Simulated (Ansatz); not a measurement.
ZnS (F-43m) under hydrostatic pressure (compression positive): band gap by PBE with spin-orbit coupling, rigid bands (plane waves, PAW; Ansatz, a first-principles code). The unloaded cell, whose axes the loads refer to:

Space group F-43m (No. 216); a = b = c = 5.357 Å, α = β = γ = 90.00°

```
atom  site  symmetry       x       y       z
----  ----  --------  ------  ------  ------
Zn      4a      -43m  0.0000  0.0000  0.0000
S       4d      -43m  0.7500  0.7500  0.7500
```
(The calculation used a cell of 2 atoms; values per cell refer to that cell.)

| hydrostatic pressure (compression positive) (GPa) | volume per atom (Å³) | band gap (eV) |
|---|---|---|
| -3 | 20.03 | 2.02 |
| -2 | 19.73 | 2.09 |
| -1 | 19.46 | 2.15 |
| 0 | 19.21 | 2.21 |
| 1 | 18.97 | 2.26 |
| 2 | 18.76 | 2.31 |
| 4 | 18.35 | ? |
| 6 | 17.99 | 2.50 |

**Question.** Fit a straight line to band gap against the load over the rows given, and predict the row at 4 GPa.

**Answer.** The means are x̄ = 0.429 GPa and ȳ = 2.2200; Σ(x − x̄)(y − ȳ) = 2.830 and Σ(x − x̄)² = 53.71, so the slope is 52.7 meV per GPa, and the rows given lie within 19 meV of the line. At 4 GPa the line gives 2.41 eV; the calculation gives 2.41 eV, 0.076 % from it.

**Question.** With all rows, what volume deformation potential dE_g/d ln V follows?

**Answer.** A line through E_g against ln V has the slope -4.4 eV, so the gap opens under compression.

 Stresses and pressures are the targets of the relaxation. Gaps are resolved to about 0.01 eV. The structure type is held at every load. Geometry: cell and atoms relaxed with PBEsol.
